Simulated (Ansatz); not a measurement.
# A computed series for SiO2: response to strain

Take SiO$_{2}$ in the rutile structure (space group P4_2/mnm, No. 136; a = 4.155 Å, c = 2.661 Å) as the base. Axes: x, y, z lie along a, b, c of the conventional cell.

Strains are applied to the cell and any free atomic positions relax.

Method: LDA (Ansatz, an electronic-structure program), no spin-orbit coupling.

Notes on the quantities. energy relative to the base: free energy F; pressure: mean of the normal stresses, compression positive.

| change | electron mass | volume per atom | band gap | energy relative to the base | pressure |
|---|---|---|---|---|---|
| base | 0.40 mₑ along c, 0.52 mₑ across (at Γ) | 7.66 Å³ | 5.81 eV | 0 meV/atom | -0.01 GPa |
| uniaxial strain ε_zz = +0.60 % | 0.39 mₑ along z, 0.51 mₑ across (at Γ) | 7.70 Å³ | 5.68 eV | +0.6 meV/atom | -2.25 GPa |
| uniaxial strain ε_zz = +1.20 % | 0.38 mₑ along z, 0.51 mₑ across (at Γ) | 7.75 Å³ | 5.55 eV | +2.5 meV/atom | -4.41 GPa |
| uniaxial strain ε_zz = +1.80 % | 0.37 mₑ along z, 0.50 mₑ across (at Γ) | 7.80 Å³ | 5.42 eV | +5.5 meV/atom | -6.49 GPa |
| uniaxial strain ε_zz = +2.40 % | 0.36 mₑ along z, 0.49 mₑ across (at Γ) | 7.84 Å³ | 5.29 eV | +9.7 meV/atom | -8.49 GPa |
| uniaxial strain ε_zz = +3.00 % | 0.36 mₑ along z, 0.49 mₑ across (at Γ) | 7.89 Å³ | 5.17 eV | +15 meV/atom | -10.41 GPa |

Masses are band curvatures over ±0.01 Å⁻¹ around the edge. Whether these cells are dynamically stable was not tested.
